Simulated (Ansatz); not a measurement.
Bulk modulus of RuAs (model structure, started from the WC type, P-6m2, No. 187, 2 atoms in the cell) at several levels of theory

No measured value is used here.

```tsv
level (code)	value (GPa)	cell (Å³/atom)
LDA (Ansatz)	195	14.41
PBEsol (Ansatz)	186	14.67
r²SCAN (Ansatz)	172	15.10
```

LDA, PBEsol, r²SCAN: the run has no spin polarisation, so it can have missed a magnetic state. LDA, PBEsol, r²SCAN: the bulk modulus is −V dP/dV from two relaxed cells at ±2 % in volume. Each level is taken at its own relaxed cell. Cutoffs differ between the levels. Ansatz's density-functional and Hartree–Fock values are scalar-relativistic unless marked +SOC, with PAW data made under PBE.

A model structure was made by putting elements into a prototype or built by hand; it is no filed structure, need not be a known phase, and can be a saddle point held by its symmetry.

Ansatz is a program for electronic structure.
